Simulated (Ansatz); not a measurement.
Consider SiC in the zinc blende structure (space group F-43m, No. 216; a = 4.357 Å). Axes: x, y, z lie along the cube axes.

The change: a pure shear with ε_yz = ε_zy = 0.0356, atoms relaxed at fixed cell.

Computed with r2SCAN, PAW, 500 eV (Ansatz, a quantum-chemistry and plane-wave program; no spin-orbit coupling), earlier PAW set.

Question: Give the band edges at the high-symmetry points of the new zone, measured from its valence-band maximum.

Answer: 
| point | valence edge (eV) | conduction edge (eV) |
|---|---|---|
| Γ | 0.00 | 5.67 |
| X | -3.04 | 1.09 |
| F₂ | -3.53 | 2.64 |
| Σ₀ | -3.53 | 2.64 |
| Y₀ | -2.57 | 3.48 |
| U₀ | -2.57 | 3.48 |
| R | -1.62 | 5.04 |
| W | -5.19 | 5.31 |
| S | -1.09 | 6.02 |
| T | -3.71 | 1.32 |

The gap is 1.09 eV, indirect, Γ → X.

The cells carry an imposed strain or load. Stability against distortions was not tested. Labels are those of the standard path for the cell's own space group.
